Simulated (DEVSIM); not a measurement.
Structure: Co/La2O3/n-InP capacitor, at 300 K.

```tsv
layer (left to right)	material	thickness (nm)	Nd (cm⁻³)
1	La2O3	15.0	-
2	InP	1600	1.6e17
```

Metal gate on the left, work function 5 eV. Fixed charge at the semiconductor interface 4.3e11 cm⁻² (in units of +e); no interface traps.

Constants are typed, rounded textbook-type inputs, not results; the design itself was drawn at random and stands for no fabricated device. Values at 300 K; Nc and Nv go as T^1.5, mobilities as T to minus their exponent, the gap by Varshni's rule with the affinity fixed.

```
parameter         La2O3       InP
----------------  -----  --------
gap (eV)            5.8     1.344
affinity (eV)       1.8      4.38
permittivity         27      12.5
Nc (cm⁻³)             -    5.7e17
Nv (cm⁻³)             -    1.1e19
Varshni α (eV/K)      -  0.000363
Varshni β (K)         -       162
```

Model (solved in DEVSIM): 1D Poisson equation in equilibrium, Boltzmann statistics, complete ionisation; no quantum confinement or tunnelling. Metal contacts follow the ideal Schottky-Mott rule: no Fermi-level pinning, no interface dipoles.

Base results: flat-band voltage (V) 0.54; capacitance of the dielectric stack (μF/cm²) 1.59; threshold voltage (band bending 2φF) (V) -0.82; minimum of the low-frequency capacitance (μF/cm²) 0.109.

Question: What follows from this one change: fixed charge 4.3e+11 → -1.82e+12 cm^-2?

Answer: flat-band voltage 0.54 → 0.77 V; capacitance of the dielectric stack little changed (1.59 μF/cm²); threshold voltage (band bending 2φF) -0.82 → -0.60 V; minimum of the low-frequency capacitance little changed (0.110 μF/cm²).

Question: What follows from this one change: temperature 300 → 400 K?

Answer: flat-band voltage 0.54 → 0.52 V; capacitance of the dielectric stack little changed (1.59 μF/cm²); threshold voltage (band bending 2φF) -0.82 → -0.73 V; minimum of the low-frequency capacitance 0.109 → 0.117 μF/cm².

Question: What follows from this one change: substrate doping 1.6e+17 → 3.2e+16 cm^-3?

Answer: flat-band voltage 0.54 → 0.50 V; capacitance of the dielectric stack little changed (1.59 μF/cm²); threshold voltage (band bending 2φF) -0.82 → -0.69 V; minimum of the low-frequency capacitance 0.109 → 0.0532 μF/cm².

Question: What follows from this one change: gate work function 5 → 4.7 eV?

Answer: flat-band voltage 0.54 → 0.24 V; capacitance of the dielectric stack little changed (1.59 μF/cm²); threshold voltage (band bending 2φF) -0.82 → -1.12 V; minimum of the low-frequency capacitance little changed (0.109 μF/cm²).

Question: What follows from this one change: interface trap density 0 → 3e+11 cm^-2 eV^-1?

Answer: flat-band voltage 0.54 → 0.57 V; capacitance of the dielectric stack little changed (1.59 μF/cm²); threshold voltage (band bending 2φF) little changed (-0.83 V); minimum of the low-frequency capacitance 0.109 → 0.150 μF/cm².

Question: What follows from this one change: La2O3 thickness 0.015 → 0.018 μm?

Answer: flat-band voltage little changed (0.54 V); capacitance of the dielectric stack 1.59 → 1.33 μF/cm²; threshold voltage (band bending 2φF) -0.82 → -0.86 V; minimum of the low-frequency capacitance little changed (0.108 μF/cm²).
